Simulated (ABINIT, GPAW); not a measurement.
A GPAW input for a self-consistent single point of I (Cmce, 4 atoms in the cell) (DFT LDA (Perdew-Wang 92), plane waves, GPAW PAW datasets LDA (gpaw-data 1.0.1)):

```python
from ase import Atoms
from ase.units import GPa
from gpaw import GPAW, PW, FermiDirac

atoms = Atoms(['I', 'I', 'I', 'I'],
              cell=[[2.402904, -3.646996, 0.000000],
                    [2.402904, 3.646996, 0.000000],
                    [0.000000, 0.000000, 9.822307]],
              scaled_positions=[[0.846000, 0.846000, 0.883000],
                                [0.654000, 0.654000, 0.383000],
                                [0.346000, 0.346000, 0.617000],
                                [0.154000, 0.154000, 0.117000]],
              pbc=True)

calc = GPAW(mode=PW(550),
            xc='LDA',
            kpts={'size': (4, 4, 2), 'gamma': True},
            occupations=FermiDirac(0.01),
            nbands=-8,
            convergence={'forces': 0.001, 'bands': -6},
            symmetry={'symmorphic': False, 'tolerance': 0.0005},
            maxiter=100,
            txt='-')

atoms.calc = calc

energy = atoms.get_potential_energy()
print('Energy (eV):', round(energy, 6))
forces = atoms.get_forces()
print('Forces (eV/Ang):')
print(forces.round(5))
stress = atoms.get_stress()
print('Stress (GPa, Voigt):', (stress / GPa).round(4))
```

**Question.** Give the ABINIT input for the same structure, mesh, smearing and functional.

**Answer.** This is the input that was run; spellings and numerical settings could be chosen otherwise.

```
# I, PseudoDojo nc-sr-04 LDA standard
pp_dirpath "./"
pseudos "I.upf"
acell 3*1.0 Angstrom
rprim
         2.4029040000   -3.6469960000    0.0000000000
         2.4029040000    3.6469960000    0.0000000000
         0.0000000000    0.0000000000    9.8223070000
natom 4
ntypat 1
znucl 53
typat 1 1 1 1
xred
         0.8460000000    0.8460000000    0.8830000000
         0.6540000000    0.6540000000    0.3830000000
         0.3460000000    0.3460000000    0.6170000000
         0.1540000000    0.1540000000    0.1170000000
ecut 35
ixc 7
occopt 3
tsmear 0.01 eV
nband 19
kptopt 1
ngkpt 4 4 2
nshiftk 1
shiftk 0 0 0
nstep 100
toldfe 1.0e-09
prtwf 0
prtden 0
prtvol 1
enunit 2
```

Basis settings and potentials, where a program has them, do not carry over. This input uses DFT, LDA (PW92), plane waves, norm-conserving pseudopotentials (PseudoDojo nc-sr-04 LDA standard). LDA parametrisations can differ slightly between programs.

The starting cell has typed, rounded lattice constants, without a prior relaxation at this level. Its lattice was rescaled by a random factor within 2.5 % of one.
